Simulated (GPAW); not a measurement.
Band structure of VN (P-6m2, 2 atoms in the cell).

```
VN
1.0
    2.73390     0.00000     0.00000
   -1.36695     2.36763     0.00000
    0.00000     0.00000     2.64135
V N
1 1
Direct
  0.66667   0.33333   0.00000
  0.33333   0.66667   0.50000
```

Method: PBEsol, GPAW PAW datasets PBEsol (made by gpaw-setup) (plane waves; GPAW 25.7.0).

Settings: mode = pw; ecut = 950 eV; xc = PBEsol; kpts = 18 18 16; mesh shift (steps) = 0 0 0; occupations.name = fermi-dirac; occupations.width = 0.05 eV; nbands = -10; symmetry.symmorphic = false; symmetry.tolerance = 0.0005; maxiter = 100; bandpath_npoints = 40.

The starting cell comes from a database of computed structures (which also holds hypothetical and non-ambient phases and stackings), without a prior relaxation at this level. Spin polarisation is off, so a magnetic state, if there is one, cannot be reached.

Levels in eV from the Fermi level, bands 6 to 13:
| point | 6 | 7 | 8 | 9 | 10 | 11 | 12 | 13 |
|---|---|---|---|---|---|---|---|---|
| Γ | -3.48 | -3.48 | -2.82 | -1.59 | 1.83 | 1.83 | 3.47 | 3.47 |
| M | -7.56 | -3.81 | -2.39 | -2.19 | 1.41 | 2.62 | 2.71 | 4.50 |
| K | -6.24 | -5.61 | -3.76 | 0.43 | 0.52 | 1.29 | 1.89 | 5.39 |
| A | -8.12 | -2.62 | -2.62 | -0.17 | -0.17 | 2.20 | 2.91 | 2.91 |
| L | -6.45 | -5.80 | -4.60 | 0.03 | 2.48 | 2.91 | 3.59 | 5.38 |
| H | -7.23 | -6.15 | -3.51 | -0.24 | 2.62 | 3.00 | 4.27 | 5.78 |

Bands cross the Fermi level along this path, so the cell is metallic at this level.
